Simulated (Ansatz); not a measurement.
## A constructed model of the (110) surface of bcc Mo, p(2x2) layer of I, one a cell, on the site that continues the host's stacking (bottom of the slab: a bare face, its two planes held)

Calculation: PBE (plane waves to 420 eV, PAW; Ansatz, a program for electronic structure).

Set-up: 25 atoms, 13.8 Å thick at the start with caps and adatoms (thin: gaps and levels are the slab's own); mesh 7x7x1; 0.1 eV smearing; dipole correction on; 8 atoms held, the rest relaxed; held to the start's symmetry, so lower structures may exist; no spin, no spin-orbit, no U. It is one candidate, not shown to be the stable structure of the face.

```json
{
  "work_function_of_the_top_face": "3.93 eV",
  "energy_released_by_relaxation": "0.32 eV",
  "cost": "roughly 28 core-minutes"
}
```
